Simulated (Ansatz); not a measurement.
TePt (R-3m, No. 166), treated with PBEsol in Ansatz (plane waves, PAW).

Run with plane-wave cutoff 520 eV, 16×16×16 k mesh, Fermi–Dirac smearing 0.05 eV, scalar-relativistic PAW data made under PBE.

Computed at the level's own relaxed cell.

Problem. Predict the equilibrium lattice constant a, c axis length and bulk modulus B0.

Solution. 
* **equilibrium lattice constant a**: 3.961 Å
* **c axis length**: 19.865 Å
* **bulk modulus B0**: 63.0 GPa

The run finds no gap.

Note: the cell comes from a level without a dispersion term, which matters for the spacing of layers, chains or molecules; the bulk modulus is −V dP/dV from two relaxed cells at ±2 % in volume.

Spin–orbit coupling is not included; it can open a gap where bands touch, and shift volumes and moduli.

The computed numbers hold no vibrational or temperature effects.

Ansatz is a quantum-chemistry and plane-wave program.
